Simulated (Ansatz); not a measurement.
The parent structure is W in the bcc (W type) structure (space group Im-3m, No. 229).

```yaml
crystal:
  lattice:
    - [-1.58492, 1.58492, 1.58492]
    - [1.58492, -1.58492, 1.58492]
    - [1.58492, 1.58492, -1.58492]
  atoms:
    - { symbol: W, position: [0.00000, 0.00000, 0.00000] }
```

All numbers come from Kohn–Sham DFT with the r2SCAN functional, run in Ansatz (an electronic-structure program) with PAW and 500 eV plane waves, no spin-orbit coupling, earlier PAW set.

For the base:

The lattice parameter a is 3.170 Å and the band gap comes out as zero.

The change: a hydrostatic pressure of 1.8 GPa.

**Question.** What does the calculation give for the lattice parameter a and band gap after the change?

**Answer.** The lattice parameter a decreases by 0.006 Å (3.170 Å → 3.164 Å); the band gap is still zero.

Load acts through the strain it causes; cell and atoms are relaxed under it. Stability against distortions was not tested. The final runs are not spin-polarised.
